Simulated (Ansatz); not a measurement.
Data:

```
CELL_PARAMETERS angstrom
      0.00000     0.00000    -3.82673
     -1.95742     2.76821    -1.91336
      1.95742     2.76821    -1.91336
ATOMIC_POSITIONS crystal
  Ga 0.99863 0.00137 0.00137
  P  0.75137 0.74863 0.74863
```

No spin polarisation.

Level of theory: r2SCAN/PAW in Ansatz (a first-principles code), without spin-orbit coupling. Γ-centred 10×10×10 mesh, Fermi–Dirac width 0.05 eV.

Q: Predict the pressure (mean of the normal stresses, compression positive).

A: -1.96 GPa.

Q: What band gap does the calculation give?

A: 1.74 eV.

Q: What smallest direct gap does the calculation give?

A: 2.02 eV.

A biaxial case was relaxed in a doubled cell and then solved in the primitive one. The cells carry an imposed strain or load. Stability against distortions was not tested. The cell was made from GaP in the zinc blende structure (space group F-43m, No. 216) by this change: biaxial strain +1.56 %, plane normal [110], relaxed out of plane.
